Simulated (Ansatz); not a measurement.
Given:

```yaml
crystal:
  lattice:
    - [0.00195, 2.67426, 2.65630]
    - [2.60126, 0.01640, 2.64186]
    - [2.59436, 2.65292, 0.02329]
  atoms:
    - { symbol: S, position: [0.00000, 0.00000, 0.00000] }
    - { symbol: Mg, position: [0.50000, 0.50000, 0.50000] }
```

No spin polarisation.

The values are results of Ansatz (a first-principles code), r2SCAN, PAW, cutoff 500 eV, no spin-orbit coupling, earlier PAW set, not measurements. k-mesh 11×11×11 (Γ-centred); smearing 0.05 eV (Fermi–Dirac).

**Question.** What is the computed band gap?

**Answer.** 3.24 eV.

**Question.** What is the computed smallest direct gap?

**Answer.** 4.29 eV.

**Question.** Predict the gap character.

**Answer.** Indirect, Γ → V.

The cells carry an imposed strain or load. Stability against distortions was not tested. The cell was made from MgS in the rock salt structure (space group Fm-3m, No. 225) by this change: strain tensor (xx, yy, zz, yz, xz, xy) = (−0.22, +2.03, +1.34, +0.73, +0.17, −0.10) %.
